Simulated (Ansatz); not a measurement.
Take Nb in the bcc (W type) structure (space group Im-3m, No. 229; a = 3.273 Å; relaxed with 0.1 eV smearing) as the base. Axes: x, y, z lie along the cube axes.

Level of theory: DFT with PBEsol, PAW potentials and a 420 eV plane-wave cutoff in Ansatz (a quantum-chemistry and plane-wave program), no SOC.

Before the change:

* **Pressure**: 0.0 GPa

The change: compressive biaxial strain of 1.00 % in the plane normal to [001], as in epitaxy on a mismatched substrate; the out-of-plane cell vector and the atoms relax.

Question: What does the calculation give for the pressure, out-of-plane strain and energy relative to the base after the change?

Answer: The pressure (mean of the normal stresses, compression positive) goes from zero to 1.8 GPa; the out-of-plane strain amounts to +1.06 %; the energy goes up by 2.9 meV/atom.

Whether these cells are dynamically stable was not tested. The final runs are not spin-polarised.
